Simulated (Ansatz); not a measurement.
Consider Pt in the fcc (Cu type) structure (space group Fm-3m, No. 225; a = 3.9415 Å; relaxed with 0.1 eV smearing).

Method: DFT with r2SCAN, PAW potentials and a 500 eV plane-wave cutoff in Ansatz (an electronic-structure program), no spin-orbit coupling, earlier PAW set.

Base values:

The pressure is 0.0 GPa.

Now apply this change: every lattice vector is stretched by 4.60 %, atoms relaxed at fixed cell.

Task: What does the calculation give for the pressure and energy relative to the base after the change?

Result: The pressure goes from zero to -25.0 GPa; the energy goes up by 0.200 eV/atom.

The cells carry an imposed strain or load. Whether these cells are dynamically stable was not tested. All final runs are without spin polarisation. Pt lies near a magnetic instability that expansion can trigger; it was not tested.
